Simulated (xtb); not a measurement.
xtb 6.7.1, GFN1-xTB: diisopropyl telluride anion (CC(C)[Te]C(C)C), charge -1, multiplicity 2, 21 atoms. The geometry is a generated start, not checked to be a minimum at this level.

| Quantity | Result |
|---|---|
| run flags | --grad |
| method | GFN1-xTB |
| --acc | 1 (default) |
| --etemp (K) | 300 (default) |
| basis functions | 62 |
| valence electrons | 45 |

```xyz
21

C      2.0735     1.0724     0.3058
C      1.5710    -0.3569     0.2407
C      2.7154    -1.3304     0.0247
Te     0.0623    -0.6269    -1.3395
C     -1.6168    -0.0667    -0.0326
C     -1.9117     1.4191    -0.1034
C     -2.8454    -0.8852    -0.3814
H      2.5890     1.3411    -0.6138
H      2.7712     1.1868     1.1359
H      1.2531     1.7701     0.4588
H      1.0588    -0.6015     1.1723
H      2.3652    -2.3597     0.0887
H      3.4887    -1.1796     0.7800
H      3.1642    -1.1816    -0.9575
H     -1.2869    -0.3239     0.9747
H     -1.0365     2.0090     0.1594
H     -2.2277     1.6999    -1.1061
H     -2.7121     1.6764     0.5913
H     -2.6343    -1.9513    -0.3253
H     -3.1878    -0.6540    -1.3880
H     -3.6533    -0.6573     0.3154
```

Charge -1 and multiplicity 2 are set for this test and not shown to be the ground state. GFN-xTB has no spin term: --uhf 1 sets the occupations alone.

One run each on 1 thread. Values of broydamp tried: 0.02, 0.05, 0.1, 0.2, 0.4 (default), 0.6, 0.8, 1.

**Question.** Predict the course of the SCC iterations along this series.

**Answer.** Fewest SCC iterations, within one of each other: 0.4 (default) with 9, 0.6 with 10. The count rises to 16 at 0.02. All converge to one solution.

```json
[
 {"broydamp": "0.02", "SCC iterations": "16", "end": "same solution"},
 {"broydamp": "0.05", "SCC iterations": "15", "end": "same solution"},
 {"broydamp": "0.1", "SCC iterations": "13", "end": "same solution"},
 {"broydamp": "0.2", "SCC iterations": "11", "end": "same solution"},
 {"broydamp": "0.4 (default)", "SCC iterations": "9", "end": "same solution"},
 {"broydamp": "0.6", "SCC iterations": "10", "end": "same solution"},
 {"broydamp": "0.8", "SCC iterations": "11", "end": "same solution"},
 {"broydamp": "1", "SCC iterations": "12", "end": "same solution"}
]
```
